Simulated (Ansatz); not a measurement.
# AlRu under a change: pressure 9 GPa

The reference is AlRu in the CsCl type structure (space group Pm-3m, No. 221; a = 3.004 Å).

One thing is altered: cell and atoms relaxed at a pressure of 9 GPa.

Calculations: Ansatz (an electronic-structure program) PBE, scalar-relativistic without spin-orbit coupling. Γ-centred 15×15×15 mesh, Fermi–Dirac width 0.05 eV.

The volume per atom shrinks by 0.54 Å³ (13.55 Å³ → 13.01 Å³) and the density increases by 0.32 g/cm³, from 7.85 g/cm³ to 8.17 g/cm³. The lattice parameter a decreases by 0.0402 Å (3.004 Å → 2.963 Å) and the shortest interatomic distance decreases by 0.035 Å, from 2.601 Å to 2.566 Å. The enthalpy H = E + PV relative to the base's energy comes out as +0.75 eV/atom and the band gap is still zero.

Final structure:

```
CELL_PARAMETERS angstrom
      2.96348     0.00000     0.00000
      0.00000     2.96348     0.00000
      0.00000     0.00000     2.96348
ATOMIC_POSITIONS crystal
  Al 0.50000 0.50000 0.50000
  Ru 0.00000 0.00000 0.00000
```

Load acts through the strain it causes; cell and atoms are relaxed under it. No phonon test of stability was made. No other phases were tried under pressure. The final runs are not spin-polarised.
